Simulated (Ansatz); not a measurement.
The starting structures come from a database of crystals and need not be the phases stable at ambient conditions.

 Where the default PAW files enter, the runs use the earlier of Ansatz's two default sets.

Tunnelling through a barrier is set by its complex band structure: the current falls as exp(−2κd) with the smallest κ.

```
CELL_PARAMETERS angstrom
      6.71510     0.00000     0.00000
      0.00000     6.71510     0.00000
      3.35755    -3.35755     3.45828
ATOMIC_POSITIONS crystal
  Hf 0.12500 0.25000 0.00000
  Hf 0.25000 0.37500 0.50000
  Hf 0.37500 0.75000 0.00000
  Hf 0.75000 0.12500 0.50000
  Hf 0.87500 0.87500 0.75000
  Hf 0.62500 0.62500 0.25000
  N  0.50000 0.00000 0.86634
  N  0.00000 0.13366 0.63366
  N  0.13366 0.86634 0.86634
  N  0.86634 0.50000 0.63366
  N  0.00000 0.63366 0.13366
  N  0.50000 0.00000 0.36634
  N  0.36634 0.50000 0.13366
  N  0.63366 0.36634 0.36634
```

Space group of this cell: I-42d. The cell is strained (lengths along the current scaled by 1.03, ions clamped); by r2SCAN its mean pressure is -9.7 GPa.

Transport runs along the normal of the first two printed cell vectors, the (001) (indices of the unstrained crystal) plane of the conventional cell.

No gap correction and no spin-orbit coupling; mid-gap values are interpolated between computed energies.

Q: Give the band gap and the smallest decay constant κ at mid-gap that r2SCAN (Ansatz, a program for electronic structure) yields.

A: Gap 1.31 eV on a 10×10×10 mesh; κ = 0.194 1/Å, at the zone centre.
